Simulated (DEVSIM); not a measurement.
System: Cr/Al2O3/p-Si capacitor, at 250 K.

```tsv
layer (left to right)	material	thickness (nm)	Na (cm⁻³)
1	Al2O3	8.90	-
2	Si	840	4.7e17
```

Metal gate on the left, work function 4.5 eV. Fixed charge at the semiconductor interface -2.67e12 cm⁻² (in units of +e); no interface traps.

Constants are typed, rounded textbook-type inputs, not results; the design itself was drawn at random and stands for no fabricated device. Values at 300 K; Nc and Nv go as T^1.5, mobilities as T to minus their exponent, the gap by Varshni's rule with the affinity fixed.

```
parameter         Al2O3        Si
----------------  -----  --------
gap (eV)            6.8     1.124
affinity (eV)      1.35      4.05
permittivity          9      11.7
Nc (cm⁻³)             -   2.86e19
Nv (cm⁻³)             -    3.1e19
Varshni α (eV/K)      -  0.000473
Varshni β (K)         -       636
```

Model (solved in DEVSIM): 1D Poisson equation in equilibrium, Boltzmann statistics, complete ionisation; no quantum confinement or tunnelling. Metal contacts follow the ideal Schottky-Mott rule: no Fermi-level pinning, no interface dipoles.

Task: Tabulate band edges, carrier densities and field at 0.2 V on the gate.

Result: Energies count from the Fermi level of the right contact; mesh points crowd at the junctions.

```csv
x (μm),Ec (eV),Ev (eV),n (cm⁻³),p (cm⁻³),field (V/cm)
0.000,2.950,-3.850,< 1e2,< 1e2,720000
0.001024,3.024,-3.776,< 1e2,< 1e2,720000
0.002707,3.145,-3.655,< 1e2,< 1e2,720000
0.005287,3.331,-3.469,< 1e2,< 1e2,720000
0.007764,3.510,-3.290,< 1e2,< 1e2,720000
0.008832,3.587,-3.213,< 1e2,< 1e2,720000
0.009874,0.905,-0.231,< 1e2,5.2e14,130000
0.01306,0.945,-0.192,< 1e2,3.2e15,110000
0.01821,0.993,-0.144,< 1e2,3.0e16,75000
0.02764,1.037,-0.099,< 1e2,2.4e17,24000
0.04688,1.051,-0.085,< 1e2,4.6e17,880
0.1052,1.052,-0.084,< 1e2,4.7e17,≈ 0
0.1995,1.052,-0.084,< 1e2,4.7e17,≈ 0
0.3847,1.052,-0.084,< 1e2,4.7e17,≈ 0
0.6499,1.052,-0.084,< 1e2,4.7e17,≈ 0
0.7482,1.052,-0.084,< 1e2,4.7e17,≈ 0
0.7983,1.052,-0.084,< 1e2,4.7e17,≈ 0
0.8237,1.052,-0.084,< 1e2,4.7e17,≈ 0
0.8395,1.052,-0.084,< 1e2,4.7e17,≈ 0
0.8447,1.052,-0.084,< 1e2,4.7e17,≈ 0
0.8472,1.052,-0.084,< 1e2,4.7e17,≈ 0
0.8489,1.052,-0.084,< 1e2,4.7e17,≈ 0
```
